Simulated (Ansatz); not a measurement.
The starting structures come from a database of crystals and need not be the phases stable at ambient conditions.

By PBEsol, the system below comes out a metal.

Without scattering a metal conducts by its projected Fermi surface.

Input:

```xyz
3
Lattice="2.9376 0.0000 0.0000 0.0000 5.3850 0.0000 0.0000 0.0000 2.9376" Properties=species:S:1:pos:R:3 pbc="T T T"
Si     1.4688     1.5051     1.4688
Si     1.4688     3.8800     1.4688
Ru     0.0000     0.0000     0.0000
```

Space group of this cell: P4/mmm. The cell is strained (all lengths scaled by 1.02); by PBEsol its mean pressure is -14.6 GPa.

The current flows along the normal of the first two printed cell vectors, the (100) plane of the conventional cell. No spin-orbit coupling; the value is a mean over 0.1 eV about the Fermi level.

Task: Estimate the ballistic conductance per area that PBEsol (Ansatz, a program for electronic structure) returns for this system.

Result: 0.33 × 10¹⁵ S/m² for both spins.
